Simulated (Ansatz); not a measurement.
We consider LaHfNO2 (model structure, started from the LaTiNO2 type, I2₁2₁2₁, No. 24, 10 atoms in the cell), described by r²SCAN+SOC in Ansatz (PAW).

The input as run:

Ansatz 0.2 input:
```yaml
crystal:
  lattice:
    - [-2.9141110694, 2.9151299781, 4.0256657472]
    - [2.9141110694, -2.9151299781, 4.0256657472]
    - [2.9141110694, 2.9151299781, -4.0256657472]
  atoms:
    - { symbol: La, position: [0.9792225181, 0.75, 0.7292225181] }
    - { symbol: La, position: [0.5207774819, 0.25, 0.7707774819] }
    - { symbol: Hf, position: [0.25, 0.5150234186, 0.2650234186] }
    - { symbol: Hf, position: [0.75, 0.9849765814, 0.2349765814] }
    - { symbol: N, position: [0.9369498116, 0.6869498116, 0.25] }
    - { symbol: N, position: [0.5630501884, 0.8130501884, 0.75] }
    - { symbol: O, position: [0.393303787, 0.75, 0.143303787] }
    - { symbol: O, position: [0.106696213, 0.25, 0.356696213] }
    - { symbol: O, position: [0.9425091754, 0.1925091754, 0.75] }
    - { symbol: O, position: [0.5574908246, 0.3074908246, 0.25] }
basis:
  ecutwfc: 560
  ecutrho_ratio: 4
  xc_grid: 3
kpoints:
  mp_grid: { grid: [8, 8, 8] }
hamiltonian:
  xc: r2scan
  dispersion: none
  pseudopotentials: { kind: paw }
scf:
  occupations: { method: fermi_dirac, width: 0.01 }
  convergence: { dr2_threshold: 0.000000001 }
output:
  forces: true
  stress: true
  eigenvalues: true
magnetization:
  noncollinear: true
  spin_orbit: true
```

How many irreducible k-points, plane waves at Γ does the program set up, and what pressure does the run end with?

95 irreducible k-points, 4127 plane waves at Γ; P = 3.12 GPa, so the cell is compressed on average and its volume would grow at this level.

From the output:

```
Crystal: 10 atoms, lattice volume = 136.792 Å³
Basis set: ecut = 560 eV, 4127 PW (Γ), exchange–correlation on 135×135×135 points (27 copies of the dense FFT grid, shifted against one another)
Bands: 130, of which v1, the nominal top of the filled ones, is band 108 counted from 1 (107 counted from 0)
Symmetry: 4 space group operations + 4 with time reversal
k-points: 95 of 512 (time reversal used)
Initial density: superposition of atomic densities (chi_scale 0.1, normalization cell, long waves kept (reshape's long-wave potential 0.01 eV rms))
Functional: x = r2scan, c = r2scan; τ floored in thin density (d = 2e-4 eV/Å³)
spin=Noncollinear: Resta preconditioning applied to the charge; magnetization (m_x, m_y, m_z) channels mix plain (no charge-response kernel on spin).
SCF 1 converged in 13 iterations: F = -46980.836415 eV  dr2 = 9.04e-10
SCF converged after 13 iterations
Free energy (F): -46980.836415 eV
Internal energy: -46980.836415 eV  (E = F + TS)
E sigma→0 (E₀):  -46980.836415 eV
Fermi energy:    15.257084 eV
--- Forces (eV/Å), atoms counted from 1 ---
  atom   1  La    -0.00000000     0.10387790     0.00000000
  atom   2  La     0.00000000    -0.10387790     0.00000000
  atom   3  Hf     0.05488395    -0.00000000     0.00000000
  atom   4  Hf    -0.05488395     0.00000000     0.00000000
  atom   5  N      0.00000000     0.00000000     0.13453632
  atom   6  N      0.00000000    -0.00000000    -0.13453632
  atom   7  O      0.00000000     0.10286644     0.00000000
  atom   8  O     -0.00000000    -0.10286644    -0.00000000
  atom   9  O     -0.00000000     0.00000000     0.15148035
  atom  10  O     -0.00000000    -0.00000000    -0.15148035
--- Stress (GPa, compression-positive) ---
        2.964953       0.000000      -0.000000
        0.000000       3.147466      -0.000000
       -0.000000      -0.000000       3.232973
  P = ⅓ Tr σ = 3.1151 GPa (31.151 kbar)
```

The PAW data were made under PBE.

Note: the relaxation could raise the start's symmetry but not lower it, so the cell can be a saddle point. Note: cell and atoms aren't relaxed at this level (largest force component 0.15 eV/Å, pressure 3.1 GPa).

A model structure was made by putting elements into a prototype or built by hand; it is no filed structure, need not be a known phase, and can be a saddle point held by its symmetry.

Ansatz is a quantum-chemistry and plane-wave program.
